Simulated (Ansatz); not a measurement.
# Ir, response to strain

Take Ir in the fcc (Cu type) structure (space group Fm-3m, No. 225; a = 3.812 Å; relaxed with 0.1 eV smearing) as the base. Axes: x, y, z lie along the cube axes.

Strains are applied to the cell and any free atomic positions relax; under biaxial strain the out-of-plane vector relaxes too.

The values are results of Ansatz (a program for electronic structure), LDA, PAW, cutoff 420 eV, spin-orbit coupling left out, not measurements.

Notes on the quantities. pressure: mean of the normal stresses, compression positive; energy relative to the base: free energy F.

| case | pressure | ratio −ε⊥/ε∥ | energy relative to the base |
|---|---|---|---|
| base | 0.0 GPa | – | 0 meV/atom |
| biaxial strain −3.00 %, plane normal [001], relaxed out of plane | 16.7 GPa | 0.85 | +62 meV/atom |
| biaxial strain −2.50 %, plane normal [001], relaxed out of plane | ___ | ___ | ___ |
| biaxial strain −2.00 %, plane normal [001], relaxed out of plane | 10.6 GPa | 0.83 | +27 meV/atom |
| biaxial strain −1.00 %, plane normal [001], relaxed out of plane | 5.1 GPa | 0.82 | +6.4 meV/atom |
| biaxial strain +0.50 %, plane normal [001], relaxed out of plane | -2.3 GPa | – | +1.5 meV/atom |
| biaxial strain +1.00 %, plane normal [001], relaxed out of plane | -4.6 GPa | 0.80 | +6.0 meV/atom |
| biaxial strain +1.50 %, plane normal [001], relaxed out of plane | -6.7 GPa | 0.80 | +13 meV/atom |
| biaxial strain +2.50 %, plane normal [001], relaxed out of plane | -10.6 GPa | 0.79 | +36 meV/atom |
| biaxial strain +3.00 %, plane normal [001], relaxed out of plane | -12.3 GPa | 0.79 | +51 meV/atom |

**Question.** Fill in the withheld entries from the trend.

**Answer.** 
- biaxial strain −2.50 %, plane normal [001], relaxed out of plane, pressure: 13.6 GPa
- biaxial strain −2.50 %, plane normal [001], relaxed out of plane, ratio −ε⊥/ε∥: 0.84
- biaxial strain −2.50 %, plane normal [001], relaxed out of plane, energy relative to the base: +42 meV/atom

No phonon test of stability was made. All final runs are without spin polarisation.
